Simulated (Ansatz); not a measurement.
End structure of a constructed model of the (0001) surface of hcp Ru, (√3x√3)R30° layer of In, one a cell, in the other hollow (bottom of the slab: a bare face, its two planes held):

```xyz
19
Lattice="4.0821 2.3568 0.0000 -4.0821 2.3568 0.0000 0.0000 0.0000 29.5000" Properties=species:S:1:pos:R:3 pbc="T T T"
Ru     1.3607     0.7856     8.1059
Ru     0.0000     3.1424     8.1059
Ru    -1.3607     0.7856     8.1059
Ru     0.0000     1.5712    10.2524
Ru     2.7214     1.5712    10.2524
Ru    -2.7214     1.5712    10.2524
Ru     1.3606     0.7857    12.3849
Ru     0.0001     3.1425    12.3849
Ru    -1.3607     0.7854    12.3849
Ru    -0.0004     1.5714    14.5584
Ru     2.7214     1.5708    14.5584
Ru    -2.7210     1.5714    14.5584
Ru     1.3594     0.7864    16.7028
Ru     0.0013     3.1432    16.7028
Ru    -1.3607     0.7841    16.7028
Ru     0.0132     1.5636    18.7825
Ru     2.7214     1.5865    18.7825
Ru    -2.7346     1.5636    18.7825
In    -1.3607     2.3568    21.1569
```

Slab: 19 atoms, 13.3 Å thick at the start; k 9x9x1, smearing 0.1 eV, dipole-corrected; 6 atoms held, the rest relaxed; start symmetry kept, larger cells not searched; no spin, no spin-orbit, no U. In PBE it lies 0.01 eV a 1x1 cell over the lowest computed structure of the same composition ((√3x√3)R30° layer of In, one a cell, on the site that continues the host's stacking).

Q: What work function of the top face does PBE (Ansatz, a first-principles code) give?

A: 4.15 eV
